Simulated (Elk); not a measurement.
A self-consistent single point of TiPt3 (Pm-3m, 4 atoms in the cell) with Elk

Method: Elk with PBE, all-electron FP-LAPW, Elk's shipped species files, APW+lo basis with extra local orbitals.

Input:

```
tasks
  0

xctype
  20

tforce
  .true.

rgkmax
  8.0

gmaxvr
  18.0

lmaxapw
  10

lmaxo
  8

nxlo
  2

lorbcnd
  .true.

lradstp
  2

nrmtscf
  2.0

rmtscf
  0.88

lmaxi
  4

stype
  0

swidth
  0.00367493

maxscl
  100

scale
  7.416286868

avec
    1.0000000000    0.0000000000    0.0000000000
    0.0000000000    1.0000000000    0.0000000000
    0.0000000000    0.0000000000    1.0000000000

sppath
  './'

atoms
  2
  'Ti.in'
  1
  0.0000000000  0.0000000000  0.0000000000    0.0 0.0 0.0
  'Pt.in'
  3
  0.5000000000  0.5000000000  0.0000000000    0.0 0.0 0.0
  0.0000000000  0.5000000000  0.5000000000    0.0 0.0 0.0
  0.5000000000  0.0000000000  0.5000000000    0.0 0.0 0.0

ngridk
  6 6 6
```

Output, abridged:

```
│ Elk code version 10.2.4 │

All units are atomic (Hartree, Bohr, etc.)

│ Ground-state run starting from atomic densities │

Lattice vectors :
   7.416286868       0.000000000       0.000000000
   0.000000000       7.416286868       0.000000000
   0.000000000       0.000000000       7.416286868

Unit cell volume      :    407.9054998
Brillouin zone volume :   0.6081070580

Muffin-tin inner radius fraction :   0.1000000000E-01

Nuclei treated as point charges

Species :    1 (Ti)
 parameters loaded from : Ti.in
 name : titanium
 nuclear charge    :   -22.00000000
 electronic charge :    22.00000000
 atomic mass :    87256.20310
 muffin-tin radius :    2.112000000
 number of radial points in muffin-tin :    999
 atomic positions (lattice), magnetic fields (Cartesian) :
   1 :   0.00000000  0.00000000  0.00000000    0.00000000  0.00000000  0.00000000

Species :    2 (Pt)
 parameters loaded from : Pt.in
 name : platinum
 nuclear charge    :   -78.00000000
 electronic charge :    78.00000000
 atomic mass :    355605.4398
 muffin-tin radius :    2.464000000
 number of radial points in muffin-tin :   1399
 atomic positions (lattice), magnetic fields (Cartesian) :
   1 :   0.50000000  0.50000000  0.00000000    0.00000000  0.00000000  0.00000000
   2 :   0.00000000  0.50000000  0.50000000    0.00000000  0.00000000  0.00000000
   3 :   0.50000000  0.00000000  0.50000000    0.00000000  0.00000000  0.00000000

Total number of atoms per unit cell :    4

Spin treatment :
 spin-unpolarised

Number of Bravais lattice symmetries :   48
Number of crystal symmetries         :   48
Crystal has inversion symmetry
Real symmetric eigensolver will be used

k-point grid :      6     6     6
k-point offset :    0.000000000       0.000000000       0.000000000
k-point set is reduced with full crystal symmetry group
Total number of k-points :       20

Muffin-tin radius times maximum |G+k| :    8.000000000
 using average radius
   [... lines left out ...]
 potential will be trimmed for |G| > 2 gkmax
Constant for pseudocharge density :   11
Radial integration step length :    2

G-vector grid sizes :     45    45    45
Number of G-vectors :    40243

Maximum angular momentum used for
 APW functions                      :   10
 outer part of muffin-tin           :    8
 inner part of muffin-tin           :    4

Total nuclear charge    :   -256.0000000
Total core charge       :    154.0000000
Total valence charge    :    102.0000000
Total excess charge     :    0.000000000
Total electronic charge :    256.0000000

Effective Wigner radius, rₛ :   0.7245644057

Number of empty states         :   16
Total number of valence states :   67
Total number of core states    :  154

Conduction state local-orbitals added automatically
Total number of local-orbitals :  506

Exchange-correlation functional :     20     0     0
 Perdew-Burke-Ernzerhof, Phys. Rev. Lett. 77, 3865 (1996)
 gradient requirement :    1
 generalised gradient approximation (GGA)

Smearing type :    0
 Gaussian
Smearing width :   0.3674930000E-02
Effective electronic temperature (K) :    1160.451112

Mixing type :    3
 Broyden mixing, J. Phys. A: Math. Gen. 17, L317 (1984)

Kohn-Sham potential initialised from atomic data
│ Self-consistent loop started │
│ Loop number : 1 │
 total energy                :     -56144.6058024
│ Loop number : 2 │
 total energy                :     -56151.1851911
RMS change in Kohn-Sham potential (target) :   0.2900804060     (  0.1000000000E-05)
Absolute change in total energy (target)   :    6.579388649     (  0.1000000000E-03)
│ Loop number : 3 │
 total energy                :     -56148.9526040
RMS change in Kohn-Sham potential (target) :   0.3111041989     (  0.1000000000E-05)
Absolute change in total energy (target)   :   0.5877399455     (  0.1000000000E-03)
│ Loop number : 4 │
 total energy                :     -56156.8738126
RMS change in Kohn-Sham potential (target) :   0.2700689541     (  0.1000000000E-05)
Absolute change in total energy (target)   :    7.774273695     (  0.1000000000E-03)
│ Loop number : 5 │
 total energy                :     -56162.3710323
RMS change in Kohn-Sham potential (target) :   0.2330358274     (  0.1000000000E-05)
Absolute change in total energy (target)   :    7.440788086     (  0.1000000000E-03)
   [... lines left out ...]
Absolute change in total energy (target)   :   0.8252926302E-02 (  0.1000000000E-03)
│ Loop number : 16 │
 total energy                :     -56194.2150841
RMS change in Kohn-Sham potential (target) :   0.1131441084E-05 (  0.1000000000E-05)
Absolute change in total energy (target)   :   0.1393715800E-02 (  0.1000000000E-03)
│ Loop number : 17 │
 total energy                :     -56194.2149573
RMS change in Kohn-Sham potential (target) :   0.8376508000E-06 (  0.1000000000E-05)
Absolute change in total energy (target)   :   0.4751948363E-03 (  0.1000000000E-03)
│ Loop number : 18 │
 total energy                :     -56194.2148504
RMS change in Kohn-Sham potential (target) :   0.2505284766E-06 (  0.1000000000E-05)
Absolute change in total energy (target)   :   0.2256673906E-03 (  0.1000000000E-03)
│ Loop number : 19 │
 total energy                :     -56194.2148253
RMS change in Kohn-Sham potential (target) :   0.1206757134E-06 (  0.1000000000E-05)
Absolute change in total energy (target)   :   0.8150066424E-04 (  0.1000000000E-03)
Convergence targets achieved

│ Loop number : 20 │

Energies :
 Fermi                       :     0.479086067493
 sum of eigenvalues          :     -34470.2316573
 electron kinetic            :      64191.6069551
 core electron kinetic       :      61651.3930172
 Coulomb                     :     -119271.522741
 Coulomb potential           :     -97204.2349188
 nuclear-nuclear             :     -4354.12644063
 electron-nuclear            :     -132630.557682
 Hartree                     :      17713.1613814
 Madelung                    :     -70669.4052814
 xc potential                :     -1457.60369355
 exchange                    :     -1098.93625015
 correlation                 :     -15.3627802001
 total energy                :     -56194.2148161

Density of states at Fermi energy :    42.32525246
 (states/Hartree/unit cell)

Estimated indirect band gap :   0.3051465640E-02
 from k-point      2 to k-point     13
Estimated direct band gap   :   0.6732571101E-02
 at k-point      3

Charges :
 core                        :    154.0000000
 valence                     :    102.0000000
 interstitial                :    6.988093637
 muffin-tins (core leakage)
  species :    1 (Ti)
   atom    1                 :    19.65923844     (  0.1544727013E-07)
  species :    2 (Pt)
   atom    1                 :    76.45088931     (  0.9060213591E-03)
   atom    2                 :    76.45088931     (  0.9060213591E-03)
   atom    3                 :    76.45088931     (  0.9060213591E-03)
 total in muffin-tins        :    249.0119064
 total calculated charge     :    255.9970375
 total charge                :    256.0000000
 error                       :   0.2962513085E-02

│ Self-consistent loop stopped │

Forces :
 species :    1 (Ti)
  atom :    1
   Hellmann-Feynman          :     0.00000000    0.00000000    0.00000000
   IBS                       :    -0.00000000    0.00000000    0.00000000
   total force               :    -0.00000000    0.00000000    0.00000000
   total magnitude           :     0.00000000
 species :    2 (Pt)
  atom :    1
   Hellmann-Feynman          :    -0.00000000    0.00000000    0.00000000
   IBS                       :     0.00000000   -0.00000000    0.00000000
   total force               :     0.00000000   -0.00000000    0.00000000
   total magnitude           :     0.00000000
  atom :    2
   Hellmann-Feynman          :    -0.00000000    0.00000000    0.00000000
   IBS                       :     0.00000000   -0.00000000    0.00000000
   total force               :    -0.00000000   -0.00000000    0.00000000
   total magnitude           :     0.00000000
  atom :    3
   Hellmann-Feynman          :    -0.00000000   -0.00000000    0.00000000
   IBS                       :     0.00000000    0.00000000    0.00000000
   total force               :     0.00000000   -0.00000000    0.00000000
   total magnitude           :     0.00000000
```

The run converged in 20 iterations. The count includes the last loop, which Elk runs after its targets are met.

The starting cell comes from a database of computed structures (which also holds hypothetical and non-ambient phases and stackings), without a prior relaxation at this level. Spin-orbit coupling is off. Spin polarisation is off. Values depend on the basis (sphere radii, cutoffs, local orbitals), which need not be converged. The log's line on a gap gives a spacing of levels on this mesh, which the program prints for metals too.

Cost on one core of a shared machine: roughly 2 min.
